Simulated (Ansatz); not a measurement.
O vacancy + Sc on the Hf site + Sc on the Hf site (V_O+Sc_Hf+Sc_Hf) in monoclinic HfO2 (the name describes the start): one set of geometries, relaxed with PBE, evaluated in Ansatz (PAW, plane waves to 420 eV, 500 eV under r2SCAN) with PBE, r2SCAN.

Set-up: 96-site cell; 2×2×2 shifted k-points; start: the O(1) site; Hf 2.05 Å away; Hf 2.15 Å away; charged states image-corrected; no spin–orbit coupling; energies good to tenths of an eV; relaxed from one start, so a lower configuration may exist; flagged in the runs: a host whose relaxation on this sampling wasn't shown to rest, a strain field that reaches the edge of the cell.

| quantity | PBE | r2SCAN |
|---|---|---|
| host gap (eV) | 4.04 | (withheld) |
| ε(0/−1) above the VBM (eV) | 3.25 | (withheld) |
| neutral formation energy against hcp Hf, O2 molecule in a box, hcp Sc (eV) | 4.51 | (withheld) |
| largest moment on one atom at charge −1 (μB) | 0.08 | (withheld) |

Question: Given the lower rungs, what does r2SCAN give?

Answer: 
- host gap (eV), r2SCAN: 4.54
- ε(0/−1) above the VBM (eV), r2SCAN: 3.52
- neutral formation energy against hcp Hf, O2 molecule in a box, hcp Sc (eV), r2SCAN: 5.19
- largest moment on one atom at charge −1 (μB), r2SCAN: 0.07

Ansatz is an electronic-structure program.
